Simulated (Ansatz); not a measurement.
Effect of tensor shear ε_xy = +1.73 % on MgTe

The reference is MgTe in the wurtzite structure (space group P6_3mc, No. 186; a = 4.5609 Å, c = 7.4128 Å). Axes: x lies along a and z along c of the hexagonal cell.

Perturbation: tensor shear ε_xy = +1.73 % (engineering shear γ = 0.0346), atoms relaxed at fixed cell.

Method: PBEsol (Ansatz, a quantum-chemistry and plane-wave program), no spin-orbit coupling, earlier PAW set. k-mesh 8×8×5 (Γ-centred); smearing 0.05 eV (Fermi–Dirac).

* **Volume per atom**: 33.37 Å³ (base 33.38 Å³)
* **Space group**: P2_1 (No. 4) (base P6_3mc (No. 186))
* **Shortest interatomic distance**: 278.2 pm (base 278.7 pm)
* **Energy relative to the base (free energy F)**: +1.4 meV/atom
* **Pressure (mean of the normal stresses, compression positive)**: -0.02 GPa (base -0.01 GPa)
* **Band gap**: 2.33 eV (base 2.39 eV)
* **Gap character**: direct at Γ (base direct at Γ)
* **Valence-band top at Γ (three highest levels, from the VBM)**: 0.00, -0.05, -0.13 eV (base 0.00, -0.02, -0.02 eV)
* **Largest internal atomic displacement**: 0.047 Å
* **Stress (xx, yy, zz, yz, xz, xy; compression positive)**: (-0.04, 0.01, -0.03, 0.00, 0.00, -0.37) GPa

Final structure:

```xyz
4
Lattice="4.5609 0.0789 0.0000 -2.2121 3.9104 0.0000 0.0000 0.0000 7.4128" Properties=species:S:1:pos:R:3 pbc="T T T"
Mg     2.2936     1.3576     0.0072
Mg     0.0551     2.6317     3.7136
Te     2.3506     1.3537     4.6273
Te    -0.0018     2.6356     0.9209
```

Spin-orbit coupling, missing from the scalar runs, can matter with Te. The cells carry an imposed strain or load. Whether these cells are dynamically stable was not tested. k-point labels follow each cell's own Brillouin zone.
